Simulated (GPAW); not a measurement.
Band structure of Cu₃Au (Pm-3m, 4 atoms in the cell).

```
CELL_PARAMETERS angstrom
      3.80711     0.00000     0.00000
      0.00000     3.80711     0.00000
      0.00000     0.00000     3.80711
ATOMIC_POSITIONS crystal
  Cu 0.00000 0.50000 0.50000
  Cu 0.50000 0.00000 0.50000
  Cu 0.50000 0.50000 0.00000
  Au 0.00000 0.00000 0.00000
```

Level of theory: PBE, GPAW PAW datasets PBE (gpaw-data 1.0.1) (plane waves; GPAW).

Settings: mode = pw; ecut = 800 eV; xc = PBE; kpts = 9 9 9; mesh shift (steps) = 0 0 0; occupations.name = methfessel-paxton; occupations.width = 0.272 eV; occupations.order = 0; nbands = -8; convergence.forces = 0.001 eV/Å; symmetry.symmorphic = false; symmetry.tolerance = 0.0005; maxiter = 150; bandpath_npoints = 40.

The starting cell comes from a database of computed structures (which also holds hypothetical and non-ambient phases and stackings), without a prior relaxation at this level. Its lattice was rescaled by a random factor within 2.5 % of one. Spin-orbit coupling is off. Spin polarisation is off.

Levels in eV from the Fermi level, bands 19 to 26:
| point | 19 | 20 | 21 | 22 | 23 | 24 | 25 | 26 |
|---|---|---|---|---|---|---|---|---|
| Γ | -1.37 | -1.37 | -1.37 | 1.33 | 1.33 | 1.33 | 5.73 | 7.15 |
| X | -1.93 | -1.84 | -1.47 | -1.37 | 5.69 | 5.69 | 6.38 | 6.38 |
| M | -2.10 | -2.04 | -0.51 | -0.51 | -0.44 | 0.27 | 8.42 | 9.34 |
| R | -1.56 | -1.56 | -0.91 | -0.91 | -0.91 | -0.91 | 2.31 | 3.88 |

Bands cross the Fermi level along this path, so the cell is metallic at this level.
